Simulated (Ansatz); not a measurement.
Take Pt in the fcc (Cu type) structure (space group Fm-3m, No. 225; a = 3.895 Å; relaxed with 0.1 eV smearing) as the base. Axes: x, y, z lie along the cube axes.

All numbers come from plane-wave PAW DFT at the LDA level (Ansatz, an electronic-structure program, 420 eV), spin-orbit coupling left out.

Strains are applied to the cell and any free atomic positions relax; under biaxial strain the out-of-plane vector relaxes too.

One change was made to it. Results:

```csv
quantity,base,after
shortest interatomic distance,2.754 Å,2.733 Å
"pressure (mean of the normal stresses, compression positive)",0.0 GPa,-4.8 GPa
```

Q: Which change produced these results?
A) biaxial strain +0.83 %, plane normal [111], relaxed out of plane
B) biaxial strain −2.08 %, plane normal [111], relaxed out of plane
C) biaxial strain −1.67 %, plane normal [111], relaxed out of plane
D) biaxial strain +2.08 %, plane normal [111], relaxed out of plane
E) biaxial strain +1.25 %, plane normal [111], relaxed out of plane

A: D, biaxial strain +2.08 %, plane normal [111], relaxed out of plane. For comparison, the pressure in the other runs: biaxial strain +1.25 %, plane normal [111], relaxed out of plane gives -3.0 GPa; biaxial strain −2.08 %, plane normal [111], relaxed out of plane gives 6.3 GPa; biaxial strain +0.83 %, plane normal [111], relaxed out of plane gives -2.1 GPa; biaxial strain −1.67 %, plane normal [111], relaxed out of plane gives 4.9 GPa.

No phonon test of stability was made. The final runs are not spin-polarised.
